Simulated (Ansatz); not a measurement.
**MgTe, response to strain**

The parent structure is MgTe in the zinc blende structure (space group F-43m, No. 216).

```
MgTe
1.0
    0.00000     3.21965     3.21965
    3.21965     0.00000     3.21965
    3.21965     3.21965     0.00000
Mg Te
1 1
Direct
  0.00000   0.00000   0.00000
  0.25000   0.25000   0.25000
```

Strains are applied to the cell and any free atomic positions relax.

Level of theory: plane-wave PAW DFT at the PBEsol level (Ansatz, a first-principles code, 420 eV), no spin-orbit coupling.

Candidates:
(a) isotropic strain −3.00 %
(b) isotropic strain −1.50 %
(c) isotropic strain −2.50 %
(d) isotropic strain +1.50 %

For the base:

Band gap: 2.35 eV

Question: Order them by band gap, lowest first.

Answer: (d) isotropic strain +1.50 % (2.16 eV), (b) isotropic strain −1.50 % (2.55 eV), (a) isotropic strain −3.00 % (2.57 eV), (c) isotropic strain −2.50 % (2.59 eV)

Spin-orbit coupling, missing from the scalar runs, can matter with Te. No phonon test of stability was made.
